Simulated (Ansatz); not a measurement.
# A computed series for hypothetical P-3m1 In2O3: pressure series

The reference is In$_{2}$O$_{3}$ (space group P-3m1, No. 164; a hypothetical phase, not in the database extracts checked).

```
In2O3
1.0
    3.41911     0.00000     0.00000
   -1.70956     2.96104     0.00000
    0.00000     0.00000     6.09373
In O
2 3
Direct
  0.33333   0.66667   0.76377
  0.66667   0.33333   0.23623
  0.33333   0.66667   0.34661
  0.66667   0.33333   0.65339
  0.00000   0.00000   0.00000
```

Cell and atoms are relaxed at each pressure.

The values are results of plane-wave PAW DFT at the PBEsol level (Ansatz, a first-principles code, 420 eV), scalar-relativistic without spin-orbit coupling, not measurements.

| variant | electron mass | gap character | smallest direct gap | shortest interatomic distance |
|---|---|---|---|---|
| base | 0.093 mₑ along c, 0.15 mₑ across (at Γ) | indirect, L → Γ | 0.72 eV | 2.085 Å |
| pressure 0.3 GPa | 0.093 mₑ along c, 0.15 mₑ across (at Γ) | indirect, L → Γ | 0.73 eV | 2.085 Å |
| pressure 0.7 GPa | 0.095 mₑ along c, 0.15 mₑ across (at Γ) | indirect, L → Γ | 0.75 eV | 2.084 Å |
| pressure 1.5 GPa | 0.098 mₑ along c, 0.15 mₑ across (at Γ) | indirect, L → Γ | 0.78 eV | 2.082 Å |
| pressure 3 GPa | 0.10 mₑ along c, 0.15 mₑ across (at Γ) | indirect, L → Γ | 0.84 eV | 2.079 Å |
| pressure 5 GPa | 0.11 mₑ along c, 0.15 mₑ across (at Γ) | indirect, K → Γ | 0.91 eV | 2.074 Å |
| pressure 7.5 GPa | 0.12 mₑ along c, 0.16 mₑ across (at Γ) | indirect, K → Γ | 1.00 eV | 2.069 Å |
| pressure 10 GPa | 0.13 mₑ along c, 0.16 mₑ across (at Γ) | indirect, K → Γ | 1.09 eV | 2.063 Å |

Load acts through the strain it causes; cell and atoms are relaxed under it. Effective masses come from finite differences of ±0.01 Å⁻¹. Whether these cells are dynamically stable was not tested. Competing high-pressure phases were not computed. The base started in P3m1 and relaxed to P-3m1 at this level.
